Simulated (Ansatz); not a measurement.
# What ↑↓ start, q = (0, 0, 1/2), 6 atoms does to NiSi2

Take NiSi₂ (space group Fm-3m, No. 225; a = 5.390 Å; non-magnetic) as the base.

The change: the moments start antiparallel in the pattern ↑↓ in a 6-atom cell (cell doubled with q = (0, 0, 1/2) in the reciprocal basis of the base), and the cell is relaxed again.

All numbers come from plane-wave PAW DFT at the PBEsol level (Ansatz, a program for electronic structure, 420 eV), no spin-orbit coupling, earlier PAW set. Γ-centred 15×15×15 mesh, Fermi–Dirac width 0.05 eV.

The volume per atom stays 13.05 Å³ and the lattice parameter a stays 5.390 Å. The space group (of the atoms, moments ignored) stays Fm-3m (No. 225) and the shortest interatomic distance remains 2.334 Å. The energy stays essentially unchanged (to 0.01 eV only: unlike meshes or grids) and the band gap is still zero.

Stability against distortions was not tested. Seeded moments were not kept for ↑↓ start, q = (0, 0, 1/2), 6 atoms and the base. The final runs are not spin-polarised.
